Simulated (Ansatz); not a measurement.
**Hf in the hcp (Mg type) structure (space group P6_3/mmc, No. 194)**

```yaml
crystal:
  lattice:
    - [3.20412, 0.00000, 0.00000]
    - [-1.60206, 2.77485, 0.00000]
    - [0.00000, 0.00000, 5.06894]
  atoms:
    - { symbol: Hf, position: [0.33333, 0.66667, 0.75000] }
    - { symbol: Hf, position: [0.66667, 0.33333, 0.25000] }
```

Calculations: PBE/PAW in Ansatz (a first-principles code), no spin-orbit coupling, earlier PAW set. k-mesh 17×17×9 (Γ-centred); smearing 0.05 eV (Fermi–Dirac).

```json
{
 "volume_per_atom": "22.53 Å³",
 "density": "13.15 g/cm³",
 "band_gap": "zero",
 "total_energy": "-15722.208 eV/atom (σ→0; compares only within this code and set-up)"
}
```

No phonon test of stability was made. All final runs are without spin polarisation.
